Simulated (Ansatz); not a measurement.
White tin (β-Sn) was calculated with PBE-D4 in Ansatz (PAW).

Numerical settings: plane-wave cutoff 520 eV, 20×20×20 k mesh, Fermi–Dirac smearing 0.05 eV, scalar-relativistic PAW data made under PBE.

Cell (relaxed at this level):

```cif
data_Sn2
_chemical_formula_sum 'Sn2'
_space_group_name_H-M_alt 'P 1'
_space_group_IT_number 1
_cell_length_a 4.43511
_cell_length_b 4.43511
_cell_length_c 4.43511
_cell_angle_alpha 97.321
_cell_angle_beta 97.321
_cell_angle_gamma 138.172
loop_
_space_group_symop_operation_xyz
  'x, y, z'
loop_
_atom_site_label
_atom_site_type_symbol
_atom_site_fract_x
_atom_site_fract_y
_atom_site_fract_z
_atom_site_occupancy
Sn1 Sn 0.25000 0.75000 0.50000 1
Sn2 Sn 0.00000 0.00000 0.00000 1
```

Q: Estimate the bulk modulus and pressure derivative B′ of the bulk modulus that the calculation returns.

A: 
- bulk modulus = 54.5 GPa
- pressure derivative B′ of the bulk modulus = 4.8

The run finds no gap.

Measured, for comparison: bulk modulus 57.0 GPa (temperature not stated, not corrected to a static lattice; as tabulated in Chen et al. (2023), arXiv:2209.05059). Computed (rounded) less measured: bulk modulus -4 %.

Note: the bulk modulus comes from volumes at which shape and atoms were relaxed.

Spin–orbit coupling is not included.

Computed values are for the static lattice.

Ansatz is a program for electronic structure.
